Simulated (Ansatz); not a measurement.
# Al5W: response to strain

Take Al5W (space group P6_322, No. 182; a cell from a computed database, its experimental status unchecked) as the base.

```yaml
crystal:
  lattice:
    - [4.87629, 0.00000, 0.00000]
    - [-2.43815, 4.22299, 0.00000]
    - [0.00000, 0.00000, 8.82658]
  atoms:
    - { symbol: Al, position: [0.00000, 0.00000, 0.75000] }
    - { symbol: Al, position: [0.00000, 0.00000, 0.25000] }
    - { symbol: Al, position: [0.33333, 0.66667, 0.75000] }
    - { symbol: Al, position: [0.66667, 0.33333, 0.25000] }
    - { symbol: Al, position: [0.33823, 0.33823, 0.00000] }
    - { symbol: Al, position: [0.00000, 0.33823, 0.50000] }
    - { symbol: Al, position: [0.66177, 0.00000, 0.00000] }
    - { symbol: Al, position: [0.66177, 0.66177, 0.50000] }
    - { symbol: Al, position: [0.00000, 0.66177, 0.00000] }
    - { symbol: Al, position: [0.33823, 0.00000, 0.50000] }
    - { symbol: W, position: [0.33333, 0.66667, 0.25000] }
    - { symbol: W, position: [0.66667, 0.33333, 0.75000] }
```

Cartesian axes are those of the cell as printed.

Strains are applied to the cell and any free atomic positions relax; under biaxial strain the out-of-plane vector relaxes too.

Calculations: plane-wave PAW DFT at the PBEsol level (Ansatz, a program for electronic structure, 420 eV), without spin-orbit coupling.

Notes on the quantities. pressure: mean of the normal stresses, compression positive; energy relative to the base: free energy F.

```tsv
case	volume per atom	pressure	energy relative to the base
base	15.15 Å³	0.0 GPa	0 meV/atom
biaxial strain +0.99 %, plane normal [001], relaxed out of plane	15.38 Å³	-1.8 GPa	–
isotropic strain +3.69 %	16.89 Å³	-11.5 GPa	+68 meV/atom
isotropic strain +4.50 %	17.29 Å³	-13.2 GPa	+99 meV/atom
tensor shear ε_yz = +1.32 %	15.14 Å³	0.1 GPa	+3.7 meV/atom
```

Without a gap, meshes like the base's 9×9×5 leave anisotropic stresses uncertain by several tenths of a GPa, and small strain energies with them. Whether these cells are dynamically stable was not tested. The final runs are not spin-polarised.
